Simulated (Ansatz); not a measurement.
Consider InP in the zinc blende structure (space group F-43m, No. 216; a = 5.9598 Å).

The values are results of PBE (Ansatz, a program for electronic structure), without spin-orbit coupling, earlier PAW set, not measurements.

Base values:

```
Property                   Value
---------------  ---------------
Band gap                 0.44 eV
Electron mass    0.037 mₑ (at Γ)
Volume per atom         26.46 Å³
```

It is then changed as follows: a hydrostatic pressure of 0.7 GPa.

Task: Estimate the effect on the band gap.

Result: The band gap grows by 0.06 eV (0.44 eV → 0.50 eV).

Task: Predict the new electron mass.

Result: The electron mass becomes 0.041 mₑ (at Γ) (base: 0.037 mₑ (at Γ)).

Task: Estimate the effect on the volume per atom.

Result: The volume per atom drops by 0.30 Å³ (26.46 Å³ → 26.16 Å³).

Load acts through the strain it causes; cell and atoms are relaxed under it. Masses are band curvatures over ±0.01 Å⁻¹ around the edge. No phonon test of stability was made.
